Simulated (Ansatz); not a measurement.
Ansatz (an electronic-structure program) run on ZrCu (P1, 2 atoms in the cell): self-consistent single point.

Method of the run: LDA (PW92), PAW files made with PBE (plane waves; Ansatz).

```
ZrCu
1.0
    3.25266     0.00000     0.00000
    0.00000     3.25266     0.00000
    0.00000     0.00000     3.25266
Zr Cu
1 1
Direct
  0.49599   0.49498   0.51382
  0.00401   0.00502   0.98618
```

Reference input (self-consistent single point, DFT, PBEsol, plane waves, PAW files made with PBE): kpoints.mp_grid.grid = 7 7 7; hamiltonian.xc = pbesol; hamiltonian.pseudopotentials = {kind: paw} (an earlier, softer set of the program's PAW files); scf.occupations.method = fermi_dirac; scf.occupations.width = 0.136 eV. This run's input differs from it in these lines:

Ansatz 0.2 input:
```diff
@@ -13,3 +13,3 @@
 hamiltonian:
-  xc: pbesol
+  xc: lda
   pseudopotentials:
```

Output (repeated stretches shortened):

```
SCF iter   1: F=—  HF=-10645.058392 eV  |F-HF|=—  |Δ(HF+E_count)|=         —  Δρ=9.18e-1  dr2=2.38e2  ethr=3.10e-3  ⟨swp⟩=4.2  Hψ=13097  notcnv=0
all-band conjugate gradients solve this SCF's bands
preconditioner: auto → none
SCF iter   2: F=—  HF=-10637.049973 eV  |F-HF|=—  |Δ(HF+E_count)|=    8.01e0  Δρ=4.61e-1  dr2=6.50e1  ethr=3.10e-3  ⟨swp⟩=2.0  Hψ=8256  notcnv=0
   [... lines left out ...]
SCF iter   8: F=—  HF=-10633.447498 eV  |F-HF|=—  |Δ(HF+E_count)|=   4.95e-6  Δρ=8.14e-4  dr2=1.93e-4  ethr=1.05e-6  ⟨swp⟩=1.9  Hψ=4613  notcnv=0
SCF iter   9: F=—  HF=-10633.447475 eV  |F-HF|=—  |Δ(HF+E_count)|=   2.31e-5  Δρ=2.38e-4  dr2=1.71e-5  ethr=6.23e-7  ⟨swp⟩=1.0  Hψ=3440  notcnv=0
SCF iter  10: F=—  HF=-10633.447472 eV  |F-HF|=—  |Δ(HF+E_count)|=   2.57e-6  Δρ=1.03e-4  dr2=3.17e-6  ethr=5.50e-8  ⟨swp⟩=1.0  Hψ=3440  notcnv=0
SCF iter  11: F=-10633.447472 eV  HF=-10633.447472 eV  |F-HF|=4.57e-9  |Δ(HF+E_count)|=   3.83e-7  Δρ=3.39e-6  dr2=5.12e-9  ethr=3.23e-10  ⟨swp⟩=3.3  Hψ=13814  notcnv=0
SCF 1 converged in 11 iterations: F = -10633.447472 eV  dr2 = 5.12e-9
Free energy (F): -10633.447472 eV
Internal energy: -10633.297018 eV  (E = F + TS)
E sigma→0 (E₀):  -10633.372245 eV
Entropy (-TS):   -0.150454 eV (-75.227 meV/atom)
Fermi energy:    14.779655 eV
--- Forces (eV/Å), atoms counted from 1 ---
  atom   1  Zr     0.07338949     0.09162508    -0.24750572
  atom   2  Cu    -0.07335345    -0.09158020     0.24742031
--- Stress (GPa, compression-positive) ---
       -6.108355       0.042249      -0.113309
        0.042249      -6.111698      -0.141412
       -0.113309      -0.141412      -6.168335
  P = ⅓ Tr σ = -6.1295 GPa (-61.295 kbar)
  The stress holds the Pulay correction. Without it, at fixed plane waves, as pw.x and ABINIT print it: P = -6.1685 GPa
```

The run converged in 11 iterations. Against the reference run the pressure goes from -2.33 to -6.13 GPa and the largest force goes from 0.312 to 0.274 eV/Å.

The starting cell comes from a database of computed structures (which also holds hypothetical and non-ambient phases and stackings), without a prior relaxation at this level. Its atoms were displaced at random from the sites of space group no. 221. Spin polarisation is off. With a pressure of about -6 GPa the cell is away from its equilibrium volume at this level. Ansatz's pressure includes its estimate of the finite-basis (Pulay) stress.
